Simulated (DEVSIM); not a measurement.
Device: Schottky contact on p-type InP, at 300 K.

Layer 1 from the left is InP, thickness (μm) 6.20, Na (cm⁻³) 4.2e16, τn (s) 5.4e-8, τp (s) 5.4e-8.

Left contact: Schottky, work function 5.104 eV, emission velocity 3.1e6 cm/s. Right contact: ohmic. Voltage is applied to the left contact. Recombination: SRH at mid-gap, radiative. Mobility is constant in doping.

This is a model device: material constants are rounded textbook-type values typed into the input, and sizes, dopings and lifetimes were drawn at random. Values at 300 K.

InP: gap (eV) 1.344, affinity (eV) 4.38, permittivity 12.5, Nc (cm⁻³) 5.7e17, Nv (cm⁻³) 1.1e19, μn (cm²/Vs) 5200, μp (cm²/Vs) 170, B (cm³/s) 1.2e-10.

**Question.** Estimate by hand the built-in potential, the peak field at zero bias, the capacitance at 1.5 V, and compare with a numerical solution.

**Answer.** 
- Built-in potential: barrier φB = 0.620 eV; Vbi = φB − kT/q ln(N_band/N) = 0.476 V; numerical 0.476 V.
- Peak field at zero bias: depletion approximation: W = √(2εVbi/(qN)) = 0.125 μm with N = 4.20e16 cm⁻³; field = 2Vbi/W = 76100 V/cm; numerical 73700 V/cm (estimate above by 3.2 %).
- Capacitance at 1.5 V: C = √(qεN / 2(Vbi + |V|)) = 43.4 nF/cm²; numerical 43.7 nF/cm² (estimate below by 0.68 %).

Simulated with DEVSIM: 1D drift-diffusion, Boltzmann statistics, complete ionisation; no tunnelling, impact ionisation, image-force lowering or self-heating. Metal contacts follow the ideal Schottky-Mott rule: no Fermi-level pinning, no interface dipoles.
